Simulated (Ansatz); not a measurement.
Consider Ga2O3 in the corundum structure (space group R-3c, No. 167; a = 5.058 Å, c = 13.623 Å (hexagonal axes)). Axes: x lies along a and z along c of the hexagonal cell.

Calculations: PBE/PAW in Ansatz (a first-principles code), scalar-relativistic without spin-orbit coupling.

For the base:

- Band gap: 2.40 eV

The change: the cell is stretched by 1.50 % along z with no lateral relaxation; the atoms relax in the strained cell.

Q: Estimate the effect on the band gap.

A: The band gap decreases by 0.14 eV to 2.26 eV.

Q: How does this affect the stress?

A: The stress (xx, yy, zz, yz, xz, xy; compression positive) amounts to (-1.60, -1.60, -4.73, 0.00, 0.00, 0.00) GPa.

Stability against distortions was not tested.
